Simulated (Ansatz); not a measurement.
**CsCl-type NiAl**

Calculation: LDA (PAW; Ansatz, an electronic-structure program).

Run with plane-wave cutoff 520 eV, 20×20×20 k mesh, Fermi–Dirac smearing 0.05 eV, no spin polarisation, scalar-relativistic PAW data made under PBE.

Cell (relaxed at this level):

```xyz
2
Lattice="2.8325 0.0000 0.0000 0.0000 2.8325 0.0000 0.0000 0.0000 2.8325" Properties=species:S:1:pos:R:3 pbc="T T T"
Al     1.4162     1.4162     1.4162
Ni     0.0000     0.0000     0.0000
```

```json
{
  "bulk_modulus": "186 GPa"
}
```

Measured, for comparison: bulk modulus 156 GPa (room temperature, not corrected to a static lattice; as tabulated in Yamada et al. (2019), arXiv:1910.09660). Computed (rounded) less measured: bulk modulus +19 %.

Note: the run has no spin polarisation, so it can have missed a magnetic state; the bulk modulus is −V dP/dV from two relaxed cells at ±2 % in volume.

Static lattice: no zero-point or thermal effects.

Computing time: around 22 core-seconds (rough).
